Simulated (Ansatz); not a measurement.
Consider GaAs in the zinc blende structure (space group F-43m, No. 216).

GaAs is modelled in the cubic space group F-43m (No. 216), the zinc blende structure, Pearson symbol cF8. Conventional cell: a = b = c = 5.6656 Å, α = β = γ = 90.00°. As on 4c is coordinated by 4 Ga at 2.453 Å (tetrahedral). Ga on 4a is coordinated by 4 As at 2.453 Å (tetrahedral). (Neighbours: up to the widest gap in distance over summed covalent radii, below 1.35, at either atom; cation-cation and far metal-metal contacts left out.)
(The calculation used a cell of 2 atoms; values per cell refer to that cell.)

Calculations: Kohn–Sham DFT with the r2SCAN functional, run in Ansatz (a program for electronic structure) with PAW and 500 eV plane waves, no spin-orbit coupling, earlier PAW set.

One change was made to it. Results:

The gap character changes from direct at Γ to indirect, Γ → X; the width of the top valence band grows by 1.35 eV (3.40 eV → 4.75 eV); the shortest interatomic distance shrinks by 0.189 Å (2.453 Å → 2.264 Å); the band gap increases by 0.26 eV, from 0.97 eV to 1.23 eV.

### Question
Which change produced these results?
(A) pressure 1.8 GPa
(B) pressure 9 GPa
(C) pressure 30 GPa

### Answer
C, pressure 30 GPa. For comparison, the band gap in the other runs: pressure 1.8 GPa gives 1.16 eV; pressure 9 GPa gives 1.56 eV.

Load acts through the strain it causes; cell and atoms are relaxed under it. No phonon test of stability was made. Measured, GaAs leaves this structure (for a Cmcm phase) near 15 GPa (room temperature; as listed in arXiv:1906.07825).
